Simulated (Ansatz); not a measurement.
Take LiBr in the rock salt structure (space group Fm-3m, No. 225; a = 5.511 Å) as the base.

Method: PBE (Ansatz, a first-principles code), without spin-orbit coupling.

Base values:

```
Property                                Value
-------------  ------------------------------
Gap character  indirect, K–Γ (81 % along) → Γ
Band gap                              4.91 eV
Electron mass                  0.35 mₑ (at Γ)
Density                            3.45 g/cm³
```

Modification: cell and atoms relaxed at a pressure of 60 GPa.

Problem. How does this affect the gap character, band gap, electron mass and density?

Solution. The gap character becomes indirect, a point along ⟨110⟩, about 0.4 Å⁻¹ from Γ → X (base: indirect, K–Γ (81 % along) → Γ); the band gap rises by 0.11 eV, from 4.91 eV to 5.02 eV; the electron mass goes from 0.35 mₑ (at Γ) to 1.1 mₑ along k, 0.23 mₑ across (at X); the density rises by 2.926 g/cm³, from 3.45 g/cm³ to 6.37 g/cm³.

Load acts through the strain it causes; cell and atoms are relaxed under it. Masses are band curvatures over ±0.01 Å⁻¹ around the edge. Along k means along the line from Γ to the band edge. No phonon test of stability was made. No other phases were tried under pressure.
